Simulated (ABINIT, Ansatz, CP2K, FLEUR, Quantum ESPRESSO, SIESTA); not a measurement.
# One structure in several programs: WS₂ (P6_3/mmc, 6 atoms in the cell)

Self-consistent single point.

```yaml
crystal:
  lattice:
    - [1.57500, -2.72798, 0.00000]
    - [1.57500, 2.72798, 0.00000]
    - [0.00000, 0.00000, 12.32000]
  atoms:
    - { symbol: W, position: [0.33333, 0.66667, 0.25000] }
    - { symbol: W, position: [0.66667, 0.33333, 0.75000] }
    - { symbol: S, position: [0.33333, 0.66667, 0.87800] }
    - { symbol: S, position: [0.66667, 0.33333, 0.37800] }
    - { symbol: S, position: [0.66667, 0.33333, 0.12200] }
    - { symbol: S, position: [0.33333, 0.66667, 0.62200] }
```

Shared settings, as Ansatz (a first-principles code) writes them: kpoints.mp_grid.grid = 7 7 2; scf.occupations.method = fermi_dirac; scf.occupations.width = 0.0015 Ry. Potentials and cutoffs stand in the table.

```json
[
 {"code": "FLEUR", "model": "LDA (Perdew-Zunger), all-electron FLAPW (FLEUR), scalar-relativistic valence", "pressure (GPa)": "–", "largest force (eV/Å)": "0.406", "cutoff": "Kmax 3.9 1/bohr"},
 {"code": "CP2K", "model": "LDA (Pade form), GPW, DZVP-MOLOPT-SR-GTH basis, GTH-PADE potentials (GTH_POTENTIALS)", "pressure (GPa)": "-10.35", "largest force (eV/Å)": "0.533", "cutoff": "grid 500 Ry"},
 {"code": "ABINIT", "model": "LDA (PW92), norm-conserving pseudopotentials (PseudoDojo nc-sr-04 LDA standard)", "pressure (GPa)": "-4.53", "largest force (eV/Å)": "0.483", "cutoff": "35 Ha"},
 {"code": "Quantum ESPRESSO", "model": "LDA (PZ), GBRV 1.5 ultrasoft (LDA) pseudopotentials", "pressure (GPa)": "-4.98", "largest force (eV/Å)": "0.402", "cutoff": "40 Ry"},
 {"code": "Ansatz", "model": "LDA (PW92), default PAW files made with PBE", "pressure (GPa)": "-4.23", "largest force (eV/Å)": "0.452", "cutoff": "default"},
 {"code": "SIESTA", "model": "LDA PW92, numerical atomic orbitals DZP, PseudoDojo LDA standard norm-conserving potentials (rewritten from UPF to PSML)", "pressure (GPa)": "-3.64", "largest force (eV/Å)": "0.122", "cutoff": "grid 350 Ry"}
]
```

A dash marks a value that a program does not give, or that is left out as unsure.

On Ansatz's run: spin-orbit coupling is off. Spin polarisation is off.

The spread over the programs that give each value: pressure within 6.71 GPa; largest force within 0.411 eV/Å.

CP2K and SIESTA use small atom-centred bases, whose incompleteness enters pressures, forces and empty levels differently from a plane-wave cutoff. FLEUR treats all electrons, but the usual bases taken here (sphere radii, linearisation, local orbitals, empty states) were not tested for convergence, so the values are no reference for the others. Ansatz's pressure is given at a fixed set of plane waves, as the other plane-wave codes print theirs. The same LDA comes in different parametrisations, which differ slightly. In the pressure, CP2K (by 5.81) lies more than 1 GPa from the median of the plane-wave programs. In the force vectors, CP2K (by 0.080) and SIESTA (by 0.330) lie more than 0.08 eV/Å from the median of the plane-wave programs.

This mesh misses zone-boundary points where a band edge of such crystals can lie, so no gaps are given.

The starting cell has typed, rounded lattice constants, without a prior relaxation at this level.

Left out of this page: Elk (not drawn, or without a comparable value).

Keys are those of Ansatz 0.2.
